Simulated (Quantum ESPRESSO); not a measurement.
A self-consistent single point of Zr₅S₈ (F-43m, 13 atoms in the cell) with Quantum ESPRESSO.

Method: PBEsol+U, PseudoDojo standard norm-conserving (PBESOL) pseudopotentials (plane waves; Quantum ESPRESSO).

```
Zr5S8
1.0
   -5.29598     0.00000     5.29598
    0.00000     5.29598     5.29598
   -5.29598     5.29598     0.00000
Zr S
5 8
Cartesian
 -6.78723   6.78723   3.80474
 -3.80474   6.78723   6.78723
 -3.80474   3.80474   3.80474
 -6.78723   3.80474   6.78723
 -7.94398   7.94398   7.94398
 -4.06912   4.06912   6.52285
 -6.52285   4.06912   4.06912
 -6.52285   6.52285   6.52285
 -4.06912   6.52285   4.06912
 -4.01658   4.01658   1.27940
 -1.27940   4.01658   4.01658
 -1.27940   1.27940   1.27940
 -4.01658   1.27940   4.01658
```

Reference input (self-consistent single point, DFT, PBEsol, plane waves, PseudoDojo standard norm-conserving (PBESOL) pseudopotentials): ecutwfc = 70 Ry; occupations = smearing; smearing = cold; degauss = 0.0036749 Ry; potentials = {Zr: Zr.upf, S: S.upf}; K_POINTS = automatic 7 7 7 0 0 0; conv_thr = 1e-11 Ry; mixing_beta = 0.5. This run's input differs from it in these lines:

```diff
@@ -41,2 +41,4 @@
 7 7 7  0 0 0
+HUBBARD {ortho-atomic}
+U Zr-4d 2
```

Output (repeated stretches shortened):

```
     Self-consistent Calculation

     iteration #  1     ecut=    70.00 Ry     beta= 0.50

     =================== HUBBARD OCCUPATIONS ===================
     ------------------------ ATOM    1 ------------------------
     Tr[ns(  1)] =   2.56435
     eigenvalues:
       0.230  0.230  0.260  0.260  0.303
   [... 4 blocks of this kind left out ...]

     Number of occupied Hubbard levels =   11.9061

     Threshold (ethr) on eigenvalues was too large:
     Diagonalizing with lowered threshold

     total energy              =    -682.59011579 Ry
     estimated scf accuracy    <       1.11474558 Ry

     iteration #  2     ecut=    70.00 Ry     beta= 0.50

     total energy              =    -682.29198024 Ry
     estimated scf accuracy    <       3.40835930 Ry

     iteration #  3     ecut=    70.00 Ry     beta= 0.50

     total energy              =    -682.91451315 Ry
     estimated scf accuracy    <       0.59430942 Ry

   [... 11 blocks of this kind left out ...]

     iteration # 15     ecut=    70.00 Ry     beta= 0.50

     total energy              =    -682.94536972 Ry
     estimated scf accuracy    <          5.2E-11 Ry

     iteration # 16     ecut=    70.00 Ry     beta= 0.50
     End of self-consistent calculation

     =================== HUBBARD OCCUPATIONS ===================
     ------------------------ ATOM    1 ------------------------
     Tr[ns(  1)] =   2.82042
     eigenvalues:
       0.245  0.245  0.304  0.304  0.313

     Number of occupied Hubbard levels =   13.8007

     the Fermi energy is     9.1454 ev

!    total energy              =    -682.94536972 Ry
     estimated scf accuracy    <          5.3E-12 Ry
     smearing contrib. (-TS)   =      -0.00033529 Ry
     internal energy E=F+TS    =    -682.94503443 Ry

     Hubbard energy            =       0.73091112 Ry

     convergence has been achieved in  16 iterations

     Forces acting on atoms (cartesian axes, Ry/au):

     atom    1 type  1   force =     0.00007985   -0.00007985    0.00007985
   [... lines left out ...]

     Total force =     0.018020     Total SCF correction =     0.000003

          total   stress  (Ry/bohr**3)                   (kbar)     P=      -26.41
  -0.00017951   0.00000000  -0.00000000          -26.41        0.00       -0.00
   0.00000000  -0.00017951   0.00000000            0.00      -26.41        0.00
  -0.00000000   0.00000000  -0.00017951           -0.00        0.00      -26.41

   JOB DONE.
```

The run converged in 16 iterations. Against the reference run the pressure goes from -4.12 to -2.64 GPa and the largest force goes from 0.407 to 0.210 eV/Å.

The starting cell comes from a database of computed structures (which also holds hypothetical and non-ambient phases and stackings), without a prior relaxation at this level. Spin polarisation is off. The U value is a test value, and with U on an open shell several self-consistent states can exist.

Cost on one core of a shared machine: roughly 20 min.
